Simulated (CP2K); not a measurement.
Band structure of PtS2 (P-3m1, 3 atoms in the cell).

```
CELL_PARAMETERS angstrom
      3.50474     0.00000     0.00000
     -1.75237     3.03519     0.00000
      0.00000     0.00000     5.52767
ATOMIC_POSITIONS crystal
  Pt 0.00000 0.00000 0.00000
  S  0.66667 0.33333 0.77966
  S  0.33333 0.66667 0.22034
```

Method of the run: PBE, GPW, DZVP-MOLOPT-SR-GTH basis, GTH-PBE potentials (GTH_POTENTIALS) in CP2K.

Settings: CUTOFF = 500 Ry; REL_CUTOFF = 60 Ry; SMEAR/METHOD = FERMI_DIRAC; ELECTRONIC_TEMPERATURE = 580.23 K; KPOINTS/SCHEME = MACDONALD 6 6 3 0.08333333333 0.08333333333 0; XC_FUNCTIONAL = PBE; Pt/BASIS_SET = DZVP-MOLOPT-SR-GTH-q18; Pt/POTENTIAL = GTH-PBE-q18; S/BASIS_SET = DZVP-MOLOPT-SR-GTH-q6; S/POTENTIAL = GTH-PBE-q6; METHOD = GPW; EPS_DEFAULT = 1e-10; EXTRAPOLATION = USE_GUESS; NGRIDS = 5.

The starting cell comes from a database of computed structures (which also holds hypothetical and non-ambient phases and stackings), without a prior relaxation at this level. Its lattice was rescaled by a random factor within 2.5 % of one. Spin-orbit coupling is off. Values carry the incompleteness of an atom-centred basis.

Q: Predict the gap along the standard path and the places of the band edges.

A: The gap along the path is 1.33 eV, from a point between K and Γ to a point between K and Γ; the smallest direct gap on it is 1.63 eV.

Levels in eV from the top of the valence band on the SCF mesh, bands 12 to 16:
```csv
point,12,13,14,15,16
Γ,-1.56,-0.75,-0.75,-0.16,2.81
M,-2.73,-2.66,-2.51,-2.11,2.25
K,-3.12,-2.71,-1.10,-1.10,1.43
A,-2.03,-0.84,-0.84,-0.84,3.05
L,-2.77,-2.57,-2.33,-1.45,2.49
H,-3.17,-3.08,-1.39,-1.39,2.27
```

Higher empty bands are left out: an atom-centred basis made for the valence describes them poorly.
